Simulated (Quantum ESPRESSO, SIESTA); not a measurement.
A Quantum ESPRESSO input for a self-consistent single point of YPt2 (Fd-3m, 6 atoms in the cell) (DFT, PBEsol, plane waves, GBRV 1.5 ultrasoft (PBESOL) pseudopotentials):

```fortran
&CONTROL
   calculation = 'scf'
   prefix = 'ypt2'
   outdir = './out'
   pseudo_dir = './'
   tprnfor = .true.
   tstress = .true.
/
&SYSTEM
   ibrav = 0
   nat = 6
   ntyp = 2
   ecutwfc = 40
   ecutrho = 320
   occupations = 'smearing'
   smearing = 'gaussian'
   degauss = 0.0073499
/
&ELECTRONS
   conv_thr = 1.0d-10
/
ATOMIC_SPECIES
Y     88.9058  y_pbesol_v1.4.uspp.F.UPF
Pt   195.0840  pt_pbesol_v1.4.uspp.F.UPF
ATOMIC_POSITIONS {crystal}
Y     0.500000000    0.500000000    0.500000000
Y     0.750000000    0.750000000    0.750000000
Pt    0.625000000    0.125000000    0.125000000
Pt    0.125000000    0.125000000    0.625000000
Pt    0.125000000    0.625000000    0.125000000
Pt    0.125000000    0.125000000    0.125000000
K_POINTS {automatic}
6 6 6  0 0 0
CELL_PARAMETERS {angstrom}
   0.000000000     3.825395000     3.825395000
   3.825395000     0.000000000     3.825395000
   3.825395000     3.825395000     0.000000000
```

**Question.** Give the SIESTA input for the same structure, mesh, smearing and functional.

**Answer.** This is the input that was run; spellings and numerical settings could be chosen otherwise.

```
# files in the folder: Y.psml Pt.psml (PseudoDojo PBEsol standard)
SystemName  YPt2
SystemLabel siesta

NumberOfAtoms                6
NumberOfSpecies              2
%block ChemicalSpeciesLabel
  1 39 Y
  2 78 Pt
%endblock ChemicalSpeciesLabel
LatticeConstant              1.0 Ang
%block LatticeVectors
     0.000000000    3.825395000    3.825395000
     3.825395000    0.000000000    3.825395000
     3.825395000    3.825395000    0.000000000
%endblock LatticeVectors
AtomicCoordinatesFormat      Ang
%block AtomicCoordinatesAndAtomicSpecies
     3.825395000    3.825395000    3.825395000  1
     5.738092500    5.738092500    5.738092500  1
     0.956348750    2.869046250    2.869046250  2
     2.869046250    2.869046250    0.956348750  2
     2.869046250    0.956348750    2.869046250  2
     0.956348750    0.956348750    0.956348750  2
%endblock AtomicCoordinatesAndAtomicSpecies

XC.functional                GGA
XC.authors                   PBEsol
PAO.BasisSize                TZP
PAO.EnergyShift              0.01 Ry
MeshCutoff                   300 Ry
%block kgrid.MonkhorstPack
    6   0   0  0.0
    0   6   0  0.0
    0   0   6  0.0
%endblock kgrid.MonkhorstPack
OccupationFunction           MP
OccupationMPOrder            0
ElectronicTemperature        1160.45 K

MaxSCFIterations             150
SCF.Mixer.Method             Broyden
SCF.Mixer.Weight             0.1
SCF.Mixer.History            6
SCF.DM.Tolerance             1.0E-04
Diag.ParallelOverK           true
WriteForces                  true
```

Basis, cutoffs, solver keys and any potentials are the target program's own. This input uses DFT, GGA PBEsol, numerical atomic orbitals TZP, PseudoDojo PBEsol standard norm-conserving potentials (rewritten from UPF to PSML). Both were run: pressure -4.66 GPa in Quantum ESPRESSO and -6.08 in SIESTA.

On SIESTA: the starting cell comes from a database of computed structures (which also holds hypothetical and non-ambient phases and stackings), without a prior relaxation at this level. Spin polarisation is off. Values carry the incompleteness of an atom-centred basis. With a pressure of about -6 GPa the cell is away from its equilibrium volume at this level.

On Quantum ESPRESSO: the starting cell comes from a database of computed structures (which also holds hypothetical and non-ambient phases and stackings), without a prior relaxation at this level. Spin polarisation is off. With a pressure of about -5 GPa the cell is away from its equilibrium volume at this level.
